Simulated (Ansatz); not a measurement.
Consider GaS in the beta-GaS type structure (space group P6_3/mmc, No. 194; a = 3.5342 Å, c = 15.0389 Å; layered, stacked along the Cartesian z axis). Axes: x lies along a and z along c of the hexagonal cell.

Level of theory: Ansatz (an electronic-structure program) PBEsol-D3(BJ), scalar-relativistic without spin-orbit coupling.

Strains are applied to the cell and any free atomic positions relax; under biaxial strain the out-of-plane vector relaxes too.

One change was made to it. Results:

```
quantity                                  base            after
-----------------------------  ---------------  ---------------
width of the top valence band          2.17 eV          2.61 eV
band gap                               1.29 eV          0.49 eV
gap character                  indirect, Γ → M  indirect, Γ → K
```

**Question.** Name the change that was made.
A) isotropic strain −0.65 %
B) isotropic strain −2.72 %
C) isotropic strain −5.24 %
D) biaxial strain −2.05 %, plane normal [001], relaxed out of plane

**Answer.** C, isotropic strain −5.24 %. For comparison, the band gap in the other runs: biaxial strain −2.05 %, plane normal [001], relaxed out of plane gives 1.37 eV; isotropic strain −2.72 % gives 0.94 eV; isotropic strain −0.65 % gives 1.26 eV.

Stability against distortions was not tested.
